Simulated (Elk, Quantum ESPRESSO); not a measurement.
An Elk input for a self-consistent single point of Hf (P6_3/mmc, 2 atoms in the cell) (DFT, PBE, all-electron FP-LAPW, Elk's shipped species files, APW+lo basis with extra local orbitals):

```
tasks
  0

xctype
  20

rgkmax
  7.5

gmaxvr
  16.0

nxlo
  2

lorbcnd
  .true.

lmaxi
  2

stype
  0

swidth
  0.00499791

avec
    5.9635045249   -0.0000003372    0.0000000000
   -2.9817519704    5.1645465827    0.0000000000
    0.0000000000    0.0000000000    9.4243533116

atoms
  1   : nspecies
  'Hf.in'   : spfname
  2   : natoms; atposl, bfcmt below
  0.3333333333  0.6666666667  0.2500000000    0.0 0.0 0.0
  0.6666666667  0.3333333333  0.7500000000    0.0 0.0 0.0

ngridk
  16 16 9
```

### Question
Give the Quantum ESPRESSO input for the same structure, mesh, smearing and functional.

### Answer
This is the input that was run; spellings and numerical settings could be chosen otherwise.

```fortran
&control
    calculation = 'scf',
    prefix = 'scf',
    outdir = './tmp',
    pseudo_dir = './',
    tprnfor = .true.,
    tstress = .true.,
/
&system
    ibrav = 0,
    nat = 2,
    ntyp = 1,
    ecutwfc = 60,
    occupations = 'smearing',
    smearing = 'gaussian',
    degauss = 0.0099958,
/
&electrons
    conv_thr = 1.0d-10,
    mixing_beta = 0.5,
/
ATOMIC_SPECIES
Hf   178.4900  Hf.upf
CELL_PARAMETERS angstrom
   3.155750692     0.000000000     0.000000000
  -1.577875346     2.732960267     0.000000000
   0.000000000     0.000000000     4.987153000
ATOMIC_POSITIONS crystal
Hf    0.333333333    0.666666667    0.250000000
Hf    0.666666667    0.333333333    0.750000000
K_POINTS automatic
16 16 9  0 0 0
```

Basis settings and potentials, where a program has them, do not carry over. This input uses DFT, PBE, plane waves, PseudoDojo standard norm-conserving (PBE) pseudopotentials.

The starting cell comes from a database of computed structures (which also holds hypothetical and non-ambient phases and stackings), without a prior relaxation at this level. Its lattice was rescaled by a random factor within 2.5 % of one. For this run, on top of that: lattice scaled by 0.98.
